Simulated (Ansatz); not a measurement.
Response to strain in GaN

Consider GaN in the wurtzite structure (space group P6_3mc, No. 186).

Space group P6₃mc (No. 186); a = b = 3.152 Å, c = 5.138 Å, α = β = 90.00°, γ = 120.00°

```json
[
 {"atom": "Ga", "site": "2b", "symmetry": "3m.", "x": "0.3333", "y": "0.6667", "z": "0.0003"},
 {"atom": "N", "site": "2b", "symmetry": "3m.", "x": "0.3333", "y": "0.6667", "z": "0.3767"}
]
```

Strains are applied to the cell and any free atomic positions relax.

Level of theory: Ansatz (a first-principles code), LDA, PAW, cutoff 420 eV, spin-orbit coupling left out.

Notes on the quantities. energy relative to the base: free energy F; pressure: mean of the normal stresses, compression positive.

```csv
variant,shortest interatomic distance,energy relative to the base,pressure,electron mass
base,1.927 Å,0 meV/atom,0.00 GPa,"0.18 mₑ along c, 0.20 mₑ across (at Γ)"
isotropic strain −3.00 %,1.870 Å,+63 meV/atom,22.57 GPa,"0.22 mₑ along c, 0.24 mₑ across (at Γ)"
isotropic strain −2.40 %,1.881 Å,+39 meV/atom,17.30 GPa,"0.21 mₑ along c, 0.23 mₑ across (at Γ)"
isotropic strain −1.20 %,1.904 Å,+9.4 meV/atom,7.94 GPa,"0.19 mₑ along c, 0.21 mₑ across (at Γ)"
isotropic strain −0.60 %,1.916 Å,+2.3 meV/atom,3.81 GPa,"0.18 mₑ along c, 0.21 mₑ across (at Γ)"
```

The levels and masses belong to the bands next to the band gap. Masses are band curvatures over ±0.01 Å⁻¹ around the edge. Stability against distortions was not tested.
